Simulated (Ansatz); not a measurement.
Consider CdTe in the zinc blende structure (space group F-43m, No. 216).

```xyz
2
Lattice="0.0000 3.3093 3.3093 3.3093 0.0000 3.3093 3.3093 3.3093 0.0000" Properties=species:S:1:pos:R:3 pbc="T T T"
Te     4.9639     4.9639     4.9639
Cd     0.0000     0.0000     0.0000
```

Cartesian axes are those of the cell as printed.

Computed with PBE/PAW in Ansatz (a first-principles code), spin-orbit coupling left out, earlier PAW set.

It is then changed as follows: the cell is scaled by 1.0187 in all directions, atoms relaxed at fixed cell.

Problem. Predict the stress tensor and what it implies for the stiffness.

Solution. Stress of the strained cell less that of the base (GPa, compression positive):
```
  -1.71    0.00    0.00
   0.00   -1.71    0.00
   0.00    0.00   -1.71
```

Then B = −ΔP/(ΔV/V₀) with ΔV/V₀ = 0.0572 gives secant stiffness values (nonlinear terms included at this strain): B ≈ 30 GPa.

As a check, the harmonic strain energy −½ V₀ Δσ:ε is 11 meV/atom; the computed energy rise is 12 meV/atom.

Stability against distortions was not tested.
